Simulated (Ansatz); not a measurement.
## SnS₂ (P6₃mc, No. 186; cell taken from a computed entry)

All values below come from LDA (plane waves, PAW; Ansatz, a first-principles code).

Numerical settings: plane-wave cutoff 520 eV, 12×12×4 k mesh (along the axes of the cell as run), Fermi–Dirac smearing 0.01 eV, scalar-relativistic PAW data made under PBE.

Cell: relaxed at this level.

| Quantity | Value |
|---|---|
| band gap | 0.84 eV |
| smallest direct gap on the k points sampled | 1.24 eV |
| direct gap at Γ | 1.60 eV |
| lattice constant a | 3.631 Å |
| c axis length | 11.425 Å |

Spin–orbit coupling is not included.

Computed values are for the static lattice.

The result took roughly 22 core-seconds.
